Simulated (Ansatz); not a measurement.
Results of PBEsol (plane waves, PAW; Ansatz, an electronic-structure program) for WO3 (within 0.1 Å of Pbca, No. 61, 32 atoms in the cell; start mp-619461).

Run with plane-wave cutoff 520 eV, 6×6×6 k mesh, Fermi–Dirac smearing 0.01 eV, no spin polarisation, scalar-relativistic PAW data made under PBE.

Cell (relaxed at this level):

WO3 is modelled in the monoclinic space group P2₁/c (No. 14), Pearson symbol mP32. Conventional cell: a = 7.633 Å, b = 7.460 Å, c = 7.718 Å, α = 90.00°, β = 90.06°, γ = 90.00°. W1 on 4e is coordinated by 3 O at 1.773–1.845 Å and 3 O at 1.954–2.117 Å. W2 on 4e is coordinated by 3 O at 1.773–1.844 Å and 3 O at 1.955–2.117 Å. O1 on 4e is surrounded by 1 W at 1.773 Å and 1 W at 2.117 Å. O2 on 4e is surrounded by 1 W at 1.773 Å and 1 W at 2.117 Å. O3 on 4e sees 1 W at 1.844 Å and 1 W at 1.955 Å. O4 on 4e sees 1 W at 1.845 Å and 1 W at 1.954 Å. O5 on 4e has 1 W at 1.796 Å and 1 W at 2.047 Å (linear). O6 on 4e is coordinated by 1 W at 1.796 Å and 1 W at 2.047 Å (linear). (Neighbours: up to the widest gap in distance over summed covalent radii, below 1.35, at either atom; cation-cation and far metal-metal contacts left out.)

Task: Predict the band gap.

Result: 
* **band gap**: 1.38 eV (on the SCF k mesh)

Spin–orbit coupling is not included.

Computed values are for the static lattice.

A start named mp-… is a Materials Project structure, which need not be a measured phase.
